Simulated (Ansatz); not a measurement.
Start from W in the fcc (Cu type) structure (space group Fm-3m, No. 225).

```cif
data_W4
_chemical_formula_sum 'W4'
_space_group_name_H-M_alt 'Fm-3m'
_space_group_IT_number 225
_space_group_name_Hall '-F 4 2 3'
_cell_length_a 3.99760
_cell_length_b 3.99760
_cell_length_c 3.99760
_cell_angle_alpha 90.000
_cell_angle_beta 90.000
_cell_angle_gamma 90.000
loop_
_atom_site_label
_atom_site_type_symbol
_atom_site_symmetry_multiplicity
_atom_site_Wyckoff_symbol
_atom_site_fract_x
_atom_site_fract_y
_atom_site_fract_z
_atom_site_occupancy
W1 W 4 a 0.00000 0.00000 0.00000 1
```
(The calculation used a cell of 1 atom; values per cell refer to that cell.)

The other end (x = 1) is Pt in the fcc (Cu type) structure (space group Fm-3m, No. 225): 15.04 Å³/atom, gap zero.

Calculations: DFT with PBEsol, PAW potentials and a 420 eV plane-wave cutoff in Ansatz (a first-principles code), scalar-relativistic without spin-orbit coupling.

Pt replaces a fraction x of W; each row is one arrangement (x, atoms in the cell, starting space group or random), fully relaxed.

One change was made to it. Results:

```tsv
quantity	base	after
shortest interatomic distance	2.827 Å	2.774 Å
deviation of the volume from the linear (Vegard-type) interpolation	–	-1.8 %
mixing energy (to 0.01 eV only: unlike meshes or grids)	–	-0.31 eV/atom
```

**Question.** Which change produced these results?
(A) x(Pt) = 0.25, 4 atoms, P4/mmm
(B) x(Pt) = 0.75, 4 atoms, Pmmm
(C) x(Pt) = 0.5, 2 atoms, R-3m

**Answer.** C, x(Pt) = 0.5, 2 atoms, R-3m. For comparison, the shortest interatomic distance in the other runs: x(Pt) = 0.75, 4 atoms, Pmmm gives 2.661 Å; x(Pt) = 0.25, 4 atoms, P4/mmm gives 2.692 Å.

These are small ordered cells, not random alloys; other orderings at the same x differ. No phonon test of stability was made. All final runs are without spin polarisation. This is not the structure that W has at room temperature and ambient pressure.
